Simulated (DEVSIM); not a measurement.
System: illuminated Si p-on-n cell, one wavelength, with a back-surface field, at 500 K.

Layer 1 from the left is Si, thickness (μm) 0.0570, Na (cm⁻³) 5.9e17, τn (s) 7e-6, τp (s) 3.8e-7, absorption coefficient (cm⁻¹) 31000. Layer 2 from the left is Si, thickness (μm) 120, Nd (cm⁻³) 1.1e16, τn (s) 2.5e-5, τp (s) 2.5e-5, absorption coefficient (cm⁻¹) 31000. Layer 3 from the left is Si, thickness (μm) 0.820, Nd (cm⁻³) 3.9e18, τn (s) 2.5e-5, τp (s) 2.5e-5, absorption coefficient (cm⁻¹) 31000.

Left contact: ohmic, minority electron recombination velocity 2e6 cm/s. Right contact: ohmic, minority hole recombination velocity 60000 cm/s. Voltage is applied to the left contact. Recombination: SRH at mid-gap, radiative, Auger. Gap narrowing is on: ΔEg = 6.92 meV × (l + √(l² + 0.5)), l = ln(N/1.3e17 cm⁻³), shared equally by both band edges. Light enters at the left, 4.1e16 photons cm⁻² s⁻¹, one pass, no reflection. Mobility is constant in doping.

This is a model device: material constants are rounded textbook-type values typed into the input, and sizes, dopings and lifetimes were drawn at random. Values at 300 K; Nc and Nv go as T^1.5, mobilities as T to minus their exponent, the gap by Varshni's rule with the affinity fixed.

Si: gap (eV) 1.124, affinity (eV) 4.05, permittivity 11.7, Nc (cm⁻³) 2.86e19, Nv (cm⁻³) 3.1e19, μn (cm²/Vs) 1417, μp (cm²/Vs) 470, T exponent of μn 2.3, T exponent of μp 2.2, B (cm³/s) 4.7e-15, Cn (cm⁶/s) 2.8e-31, Cp (cm⁶/s) 9.9e-32, Varshni α (eV/K) 0.000473, Varshni β (K) 636.

Model (solved in DEVSIM): 1D drift-diffusion, Boltzmann statistics, complete ionisation; no tunnelling, impact ionisation, image-force lowering or self-heating.

Question: What does the simulation give for the dark forward voltage at 1 A/cm², the potential step across the device at zero bias, the dark forward voltage at 100 A/cm²?

Answer: dark forward voltage at 1 A/cm² 0.153 V; potential step across the device at zero bias 0.708 V; dark forward voltage at 100 A/cm² 0.873 V.
